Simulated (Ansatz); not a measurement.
The starting structures come from a database of crystals and need not be the phases stable at ambient conditions.

Here is the system:

```xyz
7
Lattice="5.6832 0.0000 0.0000 2.8416 8.7657 0.0000 2.8416 0.9212 4.8348" Properties=species:S:1:pos:R:3 pbc="T T T"
K      5.6832     1.7023     3.0159
K      5.6832     7.9845     1.8190
K      2.8416     3.4733     1.0084
K      8.5248     6.2136     3.8265
Be     0.0000     0.0000     0.0000
As     8.5248     2.9572     4.4469
As     2.8416     6.7297     0.3879
```

The cell is taken as given.

Transport runs along the normal of the first two printed cell vectors, the (101) plane of the conventional cell.

The gap is the functional's own. No spin-orbit coupling. Mid-gap values are those at the computed energy nearest the middle.

Question: Estimate the band gap and the smallest decay constant κ at mid-gap that r2SCAN in Ansatz (a first-principles code) returns for this system.

Answer: Gap 1.31 eV on a 6×6×6 mesh; κ = 0.189 1/Å, at the zone centre.
